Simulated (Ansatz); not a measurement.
Worked example: self-consistent single point of LaAs (I4mm, 2 atoms in the cell) in Ansatz (an electronic-structure program).

Level of theory: LDA (PW92), default PAW files made with PBE (plane waves; Ansatz).

The change in words: lattice scaled by 0.98; basis.ecutwfc: 420 eV → 170 eV. Reference geometry:
```
CELL_PARAMETERS angstrom
      0.00000     3.11458     3.11458
      3.11458     0.00000     3.11458
      3.11458     3.11458     0.00000
ATOMIC_POSITIONS crystal
  La 0.00803 0.00803 0.99197
  As 0.50000 0.50000 0.50000
```

Reference input (self-consistent single point, DFT, LDA (PW92), plane waves, default PAW files made with PBE): basis.ecutwfc = 420 eV; kpoints.mp_grid.grid = 9 9 9; hamiltonian.xc = lda; hamiltonian.pseudopotentials = {kind: paw} (the program's default PAW files); scf.occupations.method = gaussian; scf.occupations.width = 0.1 eV. This run's input differs from it in these lines:

Ansatz 0.2 input:
```diff
@@ -3,5 +3,5 @@
   lattice:
-    - [0.000000, 3.114580, 3.114580]
-    - [3.114580, 0.000000, 3.114580]
-    - [3.114580, 3.114580, 0.000000]
+    - [0.000000, 3.052288, 3.052288]
+    - [3.052288, 0.000000, 3.052288]
+    - [3.052288, 3.052288, 0.000000]
   atoms:
@@ -10,3 +10,3 @@
 basis:
-  ecutwfc: 420.0
+  ecutwfc: 170.0
 kpoints:
```

Output, abridged:

```
SCF iter   1: F=—  HF=-10842.190291 eV  |F-HF|=—  |Δ(HF+E_count)|=         —  Δρ=3.20e-2  dr2=2.63e-1  ethr=1.77e-3  ⟨swp⟩=3.2  Hψ=5077  notcnv=0
all-band conjugate gradients solve this SCF's bands
preconditioner: auto → Kerker (q_TF=auto, 2.395 Å⁻¹)
SCF iter   2: F=—  HF=-10839.407939 eV  |F-HF|=—  |Δ(HF+E_count)|=    2.78e0  Δρ=1.74e-2  dr2=1.82e-1  ethr=1.01e-3  ⟨swp⟩=2.0  Hψ=3150  notcnv=0
   [... lines left out ...]
SCF iter   5: F=—  HF=-10838.964855 eV  |F-HF|=—  |Δ(HF+E_count)|=   1.23e-5  Δρ=3.95e-4  dr2=8.83e-5  ethr=4.83e-6  ⟨swp⟩=2.0  Hψ=1661  notcnv=0
SCF iter   6: F=—  HF=-10838.964806 eV  |F-HF|=—  |Δ(HF+E_count)|=   4.89e-5  Δρ=4.59e-5  dr2=5.57e-7  ethr=3.40e-7  ⟨swp⟩=2.0  Hψ=2248  notcnv=0
SCF iter   7: F=—  HF=-10838.964806 eV  |F-HF|=—  |Δ(HF+E_count)|=   1.61e-7  Δρ=1.10e-5  dr2=1.21e-7  ethr=3.85e-10  ⟨swp⟩=5.3  Hψ=5112  notcnv=0
SCF iter   8: F=-10838.964806 eV  HF=-10838.964806 eV  |F-HF|=1.79e-9  |Δ(HF+E_count)|=   4.90e-8  Δρ=1.84e-6  dr2=2.27e-9  ethr=3.85e-10  ⟨swp⟩=3.3  Hψ=3559  notcnv=0
SCF 1 converged in 8 iterations: F = -10838.964806 eV  dr2 = 2.27e-9
Free energy (F): -10838.964806 eV
Internal energy: -10838.963500 eV  (E = F + TS)
E sigma→0 (E₀):  -10838.964153 eV
Entropy (-TS):   -0.001305 eV (-0.653 meV/atom)
Fermi energy:    10.000893 eV
--- Forces (eV/Å), atoms counted from 1 ---
  atom   1  La     0.00000000     0.00000000     0.00852763
  atom   2  As     0.00000000    -0.00000000    -0.00841037
--- Stress (GPa, compression-positive) ---
        1.334172       0.000000       0.000000
        0.000000       1.334172       0.000000
        0.000000       0.000000       0.981023
  P = ⅓ Tr σ = 1.2165 GPa (12.165 kbar)
  The stress holds the Pulay correction. Without it, at fixed plane waves, as pw.x and ABINIT print it: P = -131.4988 GPa
```

The run converged in 8 iterations. Against the reference run the free energy goes up by 6.92 eV/atom, the pressure goes from -5.11 to 1.22 GPa and the largest force goes from 0.100 to 0.009 eV/Å.

The starting cell comes from a database of computed structures (which also holds hypothetical and non-ambient phases and stackings), without a prior relaxation at this level. Its lattice was rescaled by up to half a per cent. One atom was moved a little off its site on purpose. For this run, on top of that: lattice scaled by 0.98. Ansatz's pressure includes its estimate of the finite-basis (Pulay) stress. Without the estimate this run gives -131.50 GPa. The cutoff lies below the one recommended for these files.
